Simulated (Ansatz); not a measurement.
Structures of equal composition on the (000-1) surface of wurtzite CdSe (Se plane on top): 2x2 Mg adatom at H3; 2x2 Mg adatom at T4. The slabs share one bottom face, and each structure is named by its start. These are constructed structures in small cells; real faces may alloy, dewet or reconstruct in larger ones, and not all known structures of the face are among them. Slabs of about 15 Å with all that they carry, Fermi-Dirac smearing of 0.025 eV. Bottom of the slabs: H caps. Relaxed from the named starts with such symmetry as they have, on meshes of like density; energies extrapolated to zero smearing; no spin-orbit coupling, no U. Spin-polarised runs, if any, are marked in brackets, and their order is one that fits the cell; the others ran without spin. Where a second, spin-polarised start was run, the lower counts.

The numbers are results of PBE (plane waves to 420 eV, PAW; Ansatz, a program for electronic structure), not measurements.

Task: Put the candidates in order of energy per 1x1 cell, lowest first, for PBE.

Result: 2x2 Mg adatom at H3 (0.000 eV, gap 0.89 eV on the mesh), 2x2 Mg adatom at T4 (0.083 eV (3 Mg–Se bonds formed), gap 0.95 eV on the mesh)
